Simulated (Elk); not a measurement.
Elk run on Mg₂Si (Fm-3m, 3 atoms in the cell): self-consistent single point

Level of theory: LDA (PW92), all-electron FP-LAPW, Elk's shipped species files, APW+lo basis with extra local orbitals (Elk 10.2.4).

The input file:

```
tasks
  0

xctype
  3

rgkmax
  7.5

gmaxvr
  16.0

nxlo
  2

lorbcnd
  .true.

lmaxi
  2

stype
  0

swidth
  0.000734986

avec
    0.0000000000    5.9295920825    5.9295920825
    5.9295920825    0.0000000000    5.9295920825
    5.9295920825    5.9295920825    0.0000000000

atoms
  2   : nspecies
  'Mg.in'   : spfname
  2   : natoms; atposl, bfcmt below
  0.2500000000  0.2500000000  0.2500000000    0.0 0.0 0.0
  0.7500000000  0.7500000000  0.7500000000    0.0 0.0 0.0
  'Si.in'   : spfname
  1   : natoms; atposl, bfcmt below
  0.0000000000  0.0000000000  0.0000000000    0.0 0.0 0.0

ngridk
  9 9 9
```

Output (repeated stretches shortened):

```
│ Elk code version 10.2.4 │

All units are atomic (Hartree, Bohr, etc.)

│ Ground-state run starting from atomic densities │

Lattice vectors :
   0.000000000       5.929592083       5.929592083
   5.929592083       0.000000000       5.929592083
   5.929592083       5.929592083       0.000000000

Unit cell volume      :    416.9696537
Brillouin zone volume :   0.5948879283

Muffin-tin inner radius fraction :   0.1000000000E-01

Nuclei treated as point charges

Species :    1 (Mg)
 parameters loaded from : Mg.in
 name : magnesium
 nuclear charge    :   -12.00000000
 electronic charge :    12.00000000
 atomic mass :    44305.30462
 muffin-tin radius :    2.200000000
 number of radial points in muffin-tin :    397
 atomic positions (lattice), magnetic fields (Cartesian) :
   1 :   0.25000000  0.25000000  0.25000000    0.00000000  0.00000000  0.00000000
   2 :  -0.25000000 -0.25000000 -0.25000000    0.00000000  0.00000000  0.00000000

Species :    2 (Si)
 parameters loaded from : Si.in
 name : silicon
 nuclear charge    :   -14.00000000
 electronic charge :    14.00000000
 atomic mass :    51196.73454
 muffin-tin radius :    2.200000000
 number of radial points in muffin-tin :    397
 atomic positions (lattice), magnetic fields (Cartesian) :
   1 :   0.00000000  0.00000000  0.00000000    0.00000000  0.00000000  0.00000000

Total number of atoms per unit cell :    3

Spin treatment :
 spin-unpolarised

Number of Bravais lattice symmetries :   48
Number of crystal symmetries         :   48
Crystal has inversion symmetry
Real symmetric eigensolver will be used

k-point grid :      9     9     9
k-point offset :    0.000000000       0.000000000       0.000000000
k-point set is reduced with full crystal symmetry group
Total number of k-points :       35

Muffin-tin radius times maximum |G+k| :    7.500000000
 using average radius
Maximum |G+k| for APW functions       :    3.409090909
Maximum (1/2)|G+k|²                   :    5.810950413
Maximum |G| for potential and density :    16.00000000
 potential will be trimmed for |G| > 2 gkmax
Constant for pseudocharge density :    9
Radial integration step length :    4

G-vector grid sizes :     45    45    45
Number of G-vectors :    28763

Maximum angular momentum used for
 APW functions                      :    8
 outer part of muffin-tin           :    6
 inner part of muffin-tin           :    2

Total nuclear charge    :   -38.00000000
Total core charge       :    14.00000000
Total valence charge    :    24.00000000
Total excess charge     :    0.000000000
Total electronic charge :    38.00000000

Effective Wigner radius, rₛ :    1.378512624

Number of empty states         :   12
Total number of valence states :   24
Total number of core states    :   14

Conduction state local-orbitals added automatically
Total number of local-orbitals :  203

Exchange-correlation functional :      3     0     0
 Perdew-Wang/Ceperley-Alder, Phys. Rev. B 45, 13244 (1992)
 gradient requirement :    0
 local density approximation (LDA)

Smearing type :    0
 Gaussian
Smearing width :   0.7349860000E-03
Effective electronic temperature (K) :    232.0902224

Mixing type :    3
 Broyden mixing, J. Phys. A: Math. Gen. 17, L317 (1984)

Kohn-Sham potential initialised from atomic data

│ Self-consistent loop started │
│ Loop number : 1 │
 total energy                :     -690.366395766
│ Loop number : 2 │
 total energy                :     -690.329505890
RMS change in Kohn-Sham potential (target) :   0.1053005199     (  0.1000000000E-05)
Absolute change in total energy (target)   :   0.3688987651E-01 (  0.1000000000E-03)
│ Loop number : 3 │
 total energy                :     -689.630386584
RMS change in Kohn-Sham potential (target) :   0.6548512128E-01 (  0.1000000000E-05)
Absolute change in total energy (target)   :   0.7083417752     (  0.1000000000E-03)
│ Loop number : 4 │
 total energy                :     -689.089198570
RMS change in Kohn-Sham potential (target) :   0.3926658392E-01 (  0.1000000000E-05)
Absolute change in total energy (target)   :   0.7182734578     (  0.1000000000E-03)
│ Loop number : 5 │
 total energy                :     -688.626533432
RMS change in Kohn-Sham potential (target) :   0.2006101670E-01 (  0.1000000000E-05)
Absolute change in total energy (target)   :   0.6422335018     (  0.1000000000E-03)
│ Loop number : 6 │
 total energy                :     -688.276100906
RMS change in Kohn-Sham potential (target) :   0.6697930555E-02 (  0.1000000000E-05)
Absolute change in total energy (target)   :   0.5109909023     (  0.1000000000E-03)
│ Loop number : 7 │
 total energy                :     -688.114821965
RMS change in Kohn-Sham potential (target) :   0.4607011296E-03 (  0.1000000000E-05)
Absolute change in total energy (target)   :   0.2890266663     (  0.1000000000E-03)
│ Loop number : 8 │
 total energy                :     -688.104993854
RMS change in Kohn-Sham potential (target) :   0.2094289399E-03 (  0.1000000000E-05)
Absolute change in total energy (target)   :   0.8208477703E-01 (  0.1000000000E-03)
│ Loop number : 9 │
 total energy                :     -688.102009818
RMS change in Kohn-Sham potential (target) :   0.9124614204E-04 (  0.1000000000E-05)
Absolute change in total energy (target)   :   0.2350523019E-01 (  0.1000000000E-03)
│ Loop number : 10 │
 total energy                :     -688.102050130
RMS change in Kohn-Sham potential (target) :   0.1324596560E-04 (  0.1000000000E-05)
Absolute change in total energy (target)   :   0.5835996380E-02 (  0.1000000000E-03)
│ Loop number : 11 │
 total energy                :     -688.102174295
RMS change in Kohn-Sham potential (target) :   0.1535938302E-05 (  0.1000000000E-05)
Absolute change in total energy (target)   :   0.1334833352E-02 (  0.1000000000E-03)
│ Loop number : 12 │
 total energy                :     -688.102152682
RMS change in Kohn-Sham potential (target) :   0.8814789330E-06 (  0.1000000000E-05)
Absolute change in total energy (target)   :   0.3553212748E-03 (  0.1000000000E-03)
│ Loop number : 13 │
 total energy                :     -688.102114454
RMS change in Kohn-Sham potential (target) :   0.6716171088E-07 (  0.1000000000E-05)
Absolute change in total energy (target)   :   0.1270584252E-03 (  0.1000000000E-03)
│ Loop number : 14 │
 total energy                :     -688.102113127
RMS change in Kohn-Sham potential (target) :   0.3782378498E-07 (  0.1000000000E-05)
Absolute change in total energy (target)   :   0.3309200952E-04 (  0.1000000000E-03)
Convergence targets achieved

│ Loop number : 15 │

Energies :
 Fermi                       :     0.159861331262
 sum of eigenvalues          :     -368.226691872
 electron kinetic            :      688.596966567
 core electron kinetic       :      551.889303951
 Coulomb                     :     -1325.61731128
 Coulomb potential           :     -989.361179366
 nuclear-nuclear             :     -110.455266271
 electron-nuclear            :     -1440.96291065
 Hartree                     :      225.800865640
 Madelung                    :     -830.936721594
 xc potential                :     -67.4624790730
 exchange                    :     -48.2018090417
 correlation                 :     -2.87995993872
 total energy                :     -688.102113691

Density of states at Fermi energy :   0.1106380001E-05
 (states/Hartree/unit cell)

Estimated indirect band gap :   0.7648420646E-02
 from k-point      1 to k-point     24
Estimated direct band gap   :   0.7132285565E-01
 at k-point      1

Charges :
 core                        :    14.00000000
 valence                     :    24.00000000
 interstitial                :    4.706524654
 muffin-tins (core leakage)
  species :    1 (Mg)
   atom    1                 :    10.51473995     (  0.6661338148E-15)
   atom    2                 :    10.51473995     (  0.6661338148E-15)
  species :    2 (Si)
   atom    1                 :    12.26399544     (  0.1389192082E-02)
 total in muffin-tins        :    33.29347535
 total calculated charge     :    37.98506997
 total charge                :    38.00000000
 error                       :   0.1493003251E-01

│ Self-consistent loop stopped │
```

The run converged in 15 iterations. The count includes the last loop, which Elk runs after its targets are met.

The starting cell comes from a database of computed structures (which also holds hypothetical and non-ambient phases and stackings), without a prior relaxation at this level. Its lattice was rescaled by a random factor within 2.5 % of one. Values depend on the basis (sphere radii, cutoffs, local orbitals), which need not be converged. Another mesh or the band path of this cell gives a smaller gap, so this value is not converged in the mesh.

Cost on one core of a shared machine: roughly 60 s.
